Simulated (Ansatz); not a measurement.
Worked example: self-consistent single point of SrCu2Ge2 (I4/mmm, 5 atoms in the cell) in Ansatz (an electronic-structure program).

Level of theory: LDA (PW92), PAW files made with PBE (plane waves; Ansatz).

```yaml
crystal:
  lattice:
    - [-2.15371, 2.15371, 5.19496]
    - [2.15371, -2.15371, 5.19496]
    - [2.15371, 2.15371, -5.19496]
  atoms:
    - { symbol: Sr, position: [0.00000, 0.00000, 0.00000] }
    - { symbol: Cu, position: [0.25000, 0.75000, 0.50000] }
    - { symbol: Cu, position: [0.75000, 0.25000, 0.50000] }
    - { symbol: Ge, position: [0.62698, 0.62698, 0.00000] }
    - { symbol: Ge, position: [0.37302, 0.37302, 0.00000] }
```

Reference input (self-consistent single point, DFT, PBEsol, plane waves, PAW files made with PBE): basis.ecutwfc = 420 eV; kpoints.mp_grid.grid = 7 7 7; hamiltonian.xc = pbesol; hamiltonian.pseudopotentials = {kind: paw} (the program's default PAW files); scf.occupations.method = fermi_dirac; scf.occupations.width = 0.136 eV. This run's input differs from it in these lines:

Ansatz 0.2 input:
```diff
@@ -18,3 +18,3 @@
 hamiltonian:
-  xc: pbesol
+  xc: lda
   pseudopotentials:
```

Log, with long lists cut:

```
SCF iter   1: F=—  HF=-24997.673129 eV  |F-HF|=—  |Δ(HF+E_count)|=         —  Δρ=3.61e-1  dr2=1.04e2  ethr=3.10e-3  ⟨swp⟩=8.6  Hψ=8848  notcnv=0
all-band conjugate gradients solve this SCF's bands
preconditioner: auto → Kerker (q_TF=auto, 2.622 Å⁻¹)
SCF iter   2: F=—  HF=-24991.589199 eV  |F-HF|=—  |Δ(HF+E_count)|=    6.08e0  Δρ=1.49e-1  dr2=2.15e1  ethr=3.10e-3  ⟨swp⟩=3.0  Hψ=4185  notcnv=0
   [... lines left out ...]
SCF iter   9: F=—  HF=-24989.154751 eV  |F-HF|=—  |Δ(HF+E_count)|=   8.76e-6  Δρ=1.08e-4  dr2=1.57e-5  ethr=1.80e-7  ⟨swp⟩=1.0  Hψ=1841  notcnv=0  defer=32
SCF iter  10: F=—  HF=-24989.154794 eV  |F-HF|=—  |Δ(HF+E_count)|=   4.33e-5  Δρ=5.74e-5  dr2=2.90e-6  ethr=2.06e-8  ⟨swp⟩=2.0  Hψ=2479  notcnv=0  defer=33
SCF iter  11: F=—  HF=-24989.154794 eV  |F-HF|=—  |Δ(HF+E_count)|=   4.22e-7  Δρ=5.00e-6  dr2=5.06e-8  ethr=1.32e-10  ⟨swp⟩=9.8  Hψ=9828  notcnv=0
SCF iter  12: F=-24989.154794 eV  HF=-24989.154794 eV  |F-HF|=1.14e-8  |Δ(HF+E_count)|=   4.63e-8  Δρ=1.97e-6  dr2=4.27e-9  ethr=6.66e-11  ⟨swp⟩=4.3  Hψ=5824  notcnv=0
SCF 1 converged in 12 iterations: F = -24989.154794 eV  dr2 = 4.27e-9
Free energy (F): -24989.154794 eV
Internal energy: -24989.042615 eV  (E = F + TS)
E sigma→0 (E₀):  -24989.098705 eV
Entropy (-TS):   -0.112179 eV (-22.436 meV/atom)
Fermi energy:    10.682064 eV
--- Forces (eV/Å), atoms counted from 1 ---
  atom   1  Sr     0.00000000     0.00000000     0.00000000
  atom   2  Cu     0.00000000     0.00000000     0.00000000
  atom   3  Cu    -0.00000000     0.00000000     0.00000000
  atom   4  Ge     0.00000000    -0.00000000     0.28557631
  atom   5  Ge     0.00000000    -0.00000000    -0.28557631
--- Stress (GPa, compression-positive) ---
       -7.633796      -0.000000      -0.000000
       -0.000000      -7.633796       0.000000
       -0.000000       0.000000      -7.631234
  P = ⅓ Tr σ = -7.6329 GPa (-76.329 kbar)
  The stress holds the Pulay correction. Without it, at fixed plane waves, as pw.x and ABINIT print it: P = -7.6706 GPa
```

The run converged in 12 iterations. Against the reference run the pressure goes from -4.95 to -7.63 GPa and the largest force goes from 0.167 to 0.286 eV/Å.

The starting cell comes from a database of computed structures (which also holds hypothetical and non-ambient phases and stackings), without a prior relaxation at this level. Its lattice was rescaled by a random factor within 2.5 % of one. Spin polarisation is off. With a pressure of about -8 GPa the cell is away from its equilibrium volume at this level. Ansatz's pressure includes its estimate of the finite-basis (Pulay) stress.
